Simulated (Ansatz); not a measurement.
Consider the following.

```
CELL_PARAMETERS angstrom
      0.00000     2.95135     2.95135
      2.95135     0.00000     2.95135
      2.95135     2.95135     0.00000
ATOMIC_POSITIONS crystal
  Pb 0.50000 0.50000 0.50000
  S  0.00000 0.00000 0.00000
```

No spin polarisation.

Electron doping at 1.0×10^21 cm⁻³ (0.0514 per cell), with a uniform compensating background at fixed cell and a 300 K Fermi–Dirac width.

Computed with Ansatz (a quantum-chemistry and plane-wave program), PBEsol, PAW, cutoff 420 eV, no SOC. k-mesh 22×22×22 (Γ-centred); smearing 0.0259 eV (Fermi–Dirac).

### Question
Predict the gap between the host's bands, gap character and Fermi level from band edge.

### Answer
Gap between the host's bands: 0.18 eV
Gap character: direct at L
Fermi level relative to the doped band's edge (positive inside the band; to 0.05 eV): +0.55 eV

Charged cell with a jellium background: band edges are those of the host's band count, energies are not comparable with the neutral cell, and many-body gap narrowing is missing. Spin-orbit coupling, missing from the scalar runs, can matter with Pb. Stability against distortions was not tested. The cell was made from PbS in the rock salt structure (space group Fm-3m, No. 225) by this change: electrons 1.0×10^21 cm⁻³.
